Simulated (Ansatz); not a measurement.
The starting structures come from a database of crystals and need not be the phases stable at ambient conditions.

 Where the default PAW files enter, the runs use the earlier of Ansatz's two default sets.

By PBEsol, the system below comes out a metal.

The ballistic (Sharvin) conductance counts the channels at the Fermi level: G/A = (e²/h) × channels of both spins per area.

Here is the system:

```
Rh3Si2
1.0
    3.89009     0.00000     0.00000
    0.00000     4.96085     0.00000
    1.94504     0.00000     3.36892
Si Rh
2 3
Direct
  0.33333   0.80089   0.33333
  0.66667   0.19911   0.66667
  0.33333   0.32636   0.33333
  0.66667   0.67364   0.66667
  0.00000   0.00000   0.00000
```

Space group of this cell: P-3m1. The cell is strained (all lengths scaled by 0.98); by PBEsol its mean pressure is 13.4 GPa.

The current flows along the normal of the first two printed cell vectors, the (100) plane of the conventional cell. No spin-orbit coupling; the value is a mean over 0.1 eV about the Fermi level.

### Question
Estimate the ballistic conductance per area that PBEsol (Ansatz, a program for electronic structure) returns for this system.

### Answer
0.58 × 10¹⁵ S/m² for both spins.
